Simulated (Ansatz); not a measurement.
# CaTiO3 (model structure, R3c, No. 161, 10 atoms in the cell)

Method: PBEsol (plane waves, PAW; Ansatz, a first-principles code).

Numerical settings: plane-wave cutoff 520 eV, 8×8×8 k mesh, Fermi–Dirac smearing 0.01 eV, no spin polarisation, scalar-relativistic PAW data made under PBE.

Cell (relaxed with PBEsol):

```xyz
10
Lattice="2.6996 1.5586 4.4418 -2.6996 1.5586 4.4418 0.0000 -3.1172 4.4418" Properties=species:S:1:pos:R:3 pbc="T T T"
Ca     0.0000     0.0000     3.6782
Ca     0.0000     0.0000    10.3409
Ti     0.0000     0.0000     0.2157
Ti     0.0000     0.0000     6.8784
O      1.5268     0.4343     5.5882
O     -1.1395     1.1051     5.5882
O     -0.3873    -1.5394     5.5882
O      0.3873     1.5778     7.8091
O     -1.5601    -0.4535     7.8091
O      1.1728    -1.1243     7.8091
```

```
Property                                                  Value
-------------------------------------------  ------------------
band gap                                     2.85 eV (indirect)
smallest direct gap on the k points sampled             2.95 eV
Γ–Γ gap                                                 3.01 eV
```

Note: the relaxation could raise the start's symmetry but not lower it, so the cell can be a saddle point.

Static lattice: no zero-point or thermal effects.

It cost roughly 40 core-seconds of CPU time.

A model structure was made by putting elements into a prototype or built by hand; it is no filed structure, need not be a known phase, and can be a saddle point held by its symmetry.
